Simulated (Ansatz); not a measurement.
## PBE against PBEsol: ZrN, isotropic strain +2.01 %

Start from ZrN in the rock salt structure (space group Fm-3m, No. 225; a = 4.5956 Å; relaxed with 0.1 eV smearing).

(Cell as relaxed with PBE.)

Levels (all Ansatz, a first-principles code, PAW, earlier PAW set): PBE (420 eV, without spin-orbit coupling); PBEsol (420 eV, no spin-orbit coupling).

Each level relaxes its own structure.

| base | PBE | PBEsol |
|---|---|---|
| volume per atom | 12.13 Å³ | 11.80 Å³ |
| lattice parameter a | 4.596 Å | 4.553 Å |
| band gap | zero | zero |

Now apply this change: every lattice vector is stretched by 2.01 %, atoms relaxed at fixed cell.

| quantity | PBE | PBEsol |
|---|---|---|
| pressure | -13.0 GPa | (withheld) |
| energy relative to the base (free energy F) | +32 meV/atom | (withheld) |

### Question
Given the PBE results, estimate those of PBEsol.

### Answer

- pressure, PBEsol: -14.1 GPa
- energy relative to the base (free energy F), PBEsol: +34 meV/atom

PBE's pressure lies 1.04 GPa above PBEsol's; PBE's energy relative to the base lies 1.6 meV/atom below PBEsol's. Neither level is exact; PBEsol is the comparison here, not a measurement.

No phonon test of stability was made. All final runs are without spin polarisation. An odd electron count without spin: ZrN.
